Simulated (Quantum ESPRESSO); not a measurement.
Band structure of AlH3 (Pnnm, 24 atoms in the cell).

```xyz
24
Lattice="5.3791 0.0000 0.0000 0.0000 7.3404 0.0000 0.0000 0.0000 5.7477" Properties=species:S:1:pos:R:3 pbc="T T T"
Al     3.8311     6.7116     0.0000
Al     1.5480     0.6288     0.0000
Al     1.1416     4.2990     2.8738
Al     4.2376     3.0414     2.8738
Al     2.6896     0.0000     2.8738
Al     0.0000     3.6702     0.0000
H      1.5988     0.6168     1.7148
H      3.7803     6.7236     4.0329
H      3.7803     6.7236     1.7148
H      1.5988     0.6168     4.0329
H      4.2883     3.0534     1.1590
H      1.0908     4.2870     4.5887
H      1.0908     4.2870     1.1590
H      4.2883     3.0534     4.5887
H      3.2177     1.0123     0.0000
H      2.1614     6.3281     0.0000
H      0.5282     2.6579     2.8738
H      4.8509     4.6825     2.8738
H      1.7518     5.8789     2.8738
H      3.6274     1.4615     2.8738
H      4.4413     5.1317     0.0000
H      0.9378     2.2087     0.0000
H      0.0000     0.0000     0.0000
H      2.6896     3.6702     2.8738
```

Method: PBEsol, PseudoDojo standard norm-conserving (PBESOL) pseudopotentials (plane waves; Quantum ESPRESSO 7.5).

Settings: ecutwfc = 75 Ry; occupations = fixed; potentials = {Al: Al.upf, H: H.upf}; K_POINTS = automatic 3 3 3 1 1 1; nbnd = 24; conv_thr = 1e-09 Ry; mixing_beta = 0.3.

The starting cell comes from a database of computed structures (which also holds hypothetical and non-ambient phases and stackings), without a prior relaxation at this level.

Predict the gap along the standard path and the places of the band edges.

The gap along the path is 3.11 eV, from X to a point between Γ and X; the smallest direct gap on it is 3.26 eV.

Levels in eV from the top of the valence band on the SCF mesh, bands 15 to 22:
```json
[
 {"point": "Γ", "15": "-1.56", "16": "-1.55", "17": "-1.22", "18": "-0.40", "19": "3.58", "20": "3.64", "21": "4.27", "22": "5.14"},
 {"point": "X", "15": "-1.41", "16": "-1.41", "17": "0.11", "18": "0.11", "19": "3.82", "20": "3.82", "21": "4.91", "22": "4.91"},
 {"point": "S", "15": "-0.51", "16": "-0.51", "17": "0.05", "18": "0.05", "19": "4.82", "20": "4.82", "21": "4.94", "22": "4.94"},
 {"point": "Y", "15": "-1.07", "16": "-1.07", "17": "-0.95", "18": "-0.95", "19": "3.60", "20": "3.60", "21": "5.11", "22": "5.11"},
 {"point": "Z", "15": "-1.52", "16": "-1.52", "17": "-0.79", "18": "-0.79", "19": "3.40", "20": "3.40", "21": "4.82", "22": "4.82"},
 {"point": "U", "15": "-1.59", "16": "-1.59", "17": "-0.47", "18": "-0.47", "19": "4.48", "20": "4.48", "21": "5.14", "22": "5.14"},
 {"point": "R", "15": "-0.92", "16": "-0.92", "17": "-0.09", "18": "-0.09", "19": "3.75", "20": "3.75", "21": "4.94", "22": "4.94"},
 {"point": "T", "15": "-1.00", "16": "-1.00", "17": "-0.71", "18": "-0.71", "19": "4.00", "20": "4.00", "21": "4.87", "22": "4.87"}
]
```
